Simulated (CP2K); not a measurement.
Input and output of a self-consistent single point for TiAu₄ (P1, 5 atoms in the cell) (CP2K).

Level of theory: CP2K 2026.2 with PBEsol, GPW, DZVP-MOLOPT-SR-GTH basis, GTH-PBE potentials (GTH_POTENTIALS).

The change in words: lattice scaled by 0.98. Reference geometry:
```yaml
crystal:
  lattice:
    - [5.03753, 0.00000, 0.00000]
    - [-3.47817, 3.64404, 0.00000]
    - [-0.77968, -1.82202, 4.63131]
  atoms:
    - { symbol: Ti, position: [0.00165, 0.00838, 0.00351] }
    - { symbol: Au, position: [0.77043, 0.58874, 0.38596] }
    - { symbol: Au, position: [0.20975, 0.39311, 0.59471] }
    - { symbol: Au, position: [0.61094, 0.21606, 0.82646] }
    - { symbol: Au, position: [0.40723, 0.79371, 0.18935] }
```

Reference input (self-consistent single point, DFT PBEsol, GPW, DZVP-MOLOPT-SR-GTH basis, GTH-PBE potentials (GTH_POTENTIALS)): CUTOFF = 600 Ry; REL_CUTOFF = 40 Ry; SMEAR/METHOD = GAUSSIAN; SIGMA = 0.272 eV; KPOINTS/SCHEME = MONKHORST-PACK 5 5 4; GAMMA_CENTERED = T; XC_FUNCTIONAL = PBE:PBESOL; Ti/BASIS_SET = DZVP-MOLOPT-SR-GTH-q12; Ti/POTENTIAL = GTH-PBE-q12; Au/BASIS_SET = DZVP-MOLOPT-SR-GTH-q11; Au/POTENTIAL = GTH-PBE-q11; METHOD = GPW. This run's input differs from it in these lines:

```diff
@@ -67,5 +67,5 @@
     &CELL
-      A 5.03752600 0.00000000 0.00000000
-      B -3.47817000 3.64403700 0.00000000
-      C -0.77967800 -1.82201900 4.63130900
+      A 4.93677500 0.00000000 0.00000000
+      B -3.40860600 3.57115600 0.00000000
+      C -0.76408500 -1.78557800 4.53868200
       PERIODIC XYZ
```

Log, with long lists cut:

```
 SCF WAVEFUNCTION OPTIMIZATION

  Step     Update method      Time    Convergence         Total energy    Change
     1 NoMix/Diag. 0.20E+00      -     1.83620711      -191.2608060472 -1.91E+02
     2 Broy./Diag. 0.20E+00      -     0.19510145      -195.5645786458 -4.30E+00
     3 Broy./Diag. 0.20E+00      -     0.08238372      -195.0660286982  4.99E-01
     4 Broy./Diag. 0.20E+00      -     0.12675916      -192.7828632898  2.28E+00
     5 Broy./Diag. 0.20E+00      -     0.02629032      -191.1247160147  1.66E+00
     6 Broy./Diag. 0.20E+00      -     0.02610502      -190.9277319333  1.97E-01
   [... 8 lines left out ...]
    15 Broy./Diag. 0.20E+00      -     0.00000524      -190.9375622210 -4.63E-06
    16 Broy./Diag. 0.20E+00      -     0.00000207      -190.9375774879 -1.53E-05
    17 Broy./Diag. 0.20E+00      -     0.00000113      -190.9376016122 -2.41E-05
    18 Broy./Diag. 0.20E+00      -     0.00000079      -190.9376038767 -2.26E-06
  *** SCF run converged in    18 steps ***

  Overlap energy of the core charge distribution:               0.00000012052650
  Self energy of the core charge distribution:               -338.31243359571977
  Core Hamiltonian energy:                                    100.51476379820757
  Hartree energy:                                              75.03218323955363
  Exchange-correlation energy:                                -28.16925140903560
  Smearing free energy correction:                             -0.00286603478000
  Fermi energy:                                                 0.45026806419451

  Total energy:                                              -190.93760387670980
  Total energy (extrapolated to sigma->0):                   -190.93617085931979

   [... lines left out ...]

 STRESS| Analytical stress tensor [bar]
 STRESS|                        x                   y                   z
 STRESS|      x        1.69031453016E+05   5.37226095032E+03  -2.33457226740E+03
 STRESS|      y        5.37226095032E+03   1.61814095825E+05  -5.62406879435E+03
 STRESS|      z       -2.33457226740E+03  -5.62406879435E+03   1.63512194298E+05
 STRESS| 1/3 Trace                                             1.64785914380E+05
```

The run converged in 18 iterations. Against the reference run the free energy rises by 59.2 meV/atom, the pressure goes from 3.31 to 16.48 GPa and the largest force goes from 1.159 to 1.606 eV/Å.

The starting cell comes from a database of computed structures (which also holds hypothetical and non-ambient phases and stackings), without a prior relaxation at this level. Its atoms were displaced at random from the sites of space group no. 87. For this run, on top of that: lattice scaled by 0.98. Spin polarisation is off. Values carry the incompleteness of an atom-centred basis. The potentials were made for another functional than the one used. With a pressure of about 16 GPa the cell is away from its equilibrium volume at this level. Forces in this geometry exceed 1 eV/Å.

Cost on one core of a shared machine: roughly 3 min.
